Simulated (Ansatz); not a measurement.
## Response to strain in Na

Consider Na in the bcc (W type) structure (space group Im-3m, No. 229; a = 4.1993 Å; relaxed with 0.1 eV smearing).

Strains are applied to the cell and any free atomic positions relax.

Method: PBE, PAW, 420 eV (Ansatz, a first-principles code; no spin-orbit coupling).

Candidates:
(a) isotropic strain −2.50 %
(b) isotropic strain −1.00 %
(c) isotropic strain +2.50 %

Notes on the quantities. energy relative to the base: free energy F.

Problem. Order them by energy relative to the base, lowest first.

Solution. (b) isotropic strain −1.00 % (+0.8 meV/atom), (c) isotropic strain +2.50 % (+4.7 meV/atom), (a) isotropic strain −2.50 % (+5.4 meV/atom)

No phonon test of stability was made.
